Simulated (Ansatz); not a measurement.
Take a 14-atom supercell of CsBr in the CsCl type structure (space group Pm-3m, No. 221; a = 4.389 Å) at its relaxed geometry as the base.

Computed with PBE (Ansatz, an electronic-structure program), without spin-orbit coupling.

Base values:

The pressure comes out as 0.0 GPa.

Now apply this change: a neutral Br interstitial (started 2.45 Å from the nearest host atom), atoms relaxed at fixed cell, starting from a slightly rattled geometry.

What does the calculation give for the final site of the added atom, pressure and largest displacement of a host atom from its site in the perfect cell after the change?

The final site of the added atom amounts to 1 Br at 2.96 Å and 4 Cs at 3.37 Å; the pressure goes from zero to 1.8 GPa; the largest displacement of a host atom from its site in the perfect cell amounts to 0.82 Å.

Other magnetic orders, which the real material may have, were not ruled out. In so small a cell the defect repeats every few ångströms: this is an ordered compound, not a dilute defect. The defect cell is spin-polarised and ends with 1.0 μB.
